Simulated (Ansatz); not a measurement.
**Response to strain in Ru**

Take Ru in the hcp (Mg type) structure (space group P6_3/mmc, No. 194; a = 2.691 Å, c = 4.249 Å; relaxed with 0.1 eV smearing) as the base. Axes: x lies along a and z along c of the hexagonal cell.

Strains are applied to the cell and any free atomic positions relax.

Method: PBEsol (Ansatz, a program for electronic structure; PAW; 420 eV plane waves; without spin-orbit coupling).

Notes on the quantities. energy relative to the base: free energy F; pressure: mean of the normal stresses, compression positive.

```tsv
case	energy relative to the base	volume per atom	pressure
base	0 meV/atom	13.33 Å³	0.0 GPa
uniaxial strain ε_zz = −3.00 %	+28 meV/atom	12.93 Å³	12.3 GPa
uniaxial strain ε_zz = −2.50 %	+20 meV/atom	12.99 Å³	10.0 GPa
uniaxial strain ε_zz = −2.00 %	+12 meV/atom	13.06 Å³	7.8 GPa
uniaxial strain ε_zz = −1.50 %	+6.9 meV/atom	13.13 Å³	5.8 GPa
uniaxial strain ε_zz = −0.50 %	+0.7 meV/atom	13.26 Å³	1.8 GPa
uniaxial strain ε_zz = +0.50 %	+0.7 meV/atom	13.39 Å³	-1.8 GPa
uniaxial strain ε_zz = +1.00 %	+2.9 meV/atom	13.46 Å³	-3.5 GPa
uniaxial strain ε_zz = +1.50 %	+6.4 meV/atom	13.53 Å³	-5.1 GPa
uniaxial strain ε_zz = +2.00 %	+11 meV/atom	13.59 Å³	-6.7 GPa
```

Whether these cells are dynamically stable was not tested. The final runs are not spin-polarised.
